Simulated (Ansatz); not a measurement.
Consider the following.

```
CELL_PARAMETERS angstrom
      3.81269     0.00000     0.00000
     -1.90635     3.30189     0.00000
      0.00000     0.00000     6.58804
ATOMIC_POSITIONS crystal
  Sn 0.00000 0.00000 0.00000
  Se 0.33333 0.66667 0.24070
  Se 0.66667 0.33333 0.75930
```

No spin polarisation.

Method: Ansatz (an electronic-structure program) r2SCAN+rVV10, no spin-orbit coupling. Γ-centred 10×10×6 mesh, Fermi–Dirac width 0.05 eV.

**Question.** Predict the gap character, band gap, smallest direct gap and width of the top valence band.

**Answer.** The gap character comes out as indirect, k = (0, 0.100, -0.167) in the run's primitive reciprocal basis → L and the band gap is 0.95 eV. The smallest direct gap comes out as 1.42 eV and the width of the top valence band comes out as 1.32 eV.

Load acts through the strain it causes; cell and atoms are relaxed under it. Stability under load was not tested beyond the relaxation. The cell was made from SnSe2 in the CdI2 type structure (space group P-3m1, No. 164; layered, stacked along the Cartesian z axis) by this change: uniaxial stress, 1 GPa tension along z.
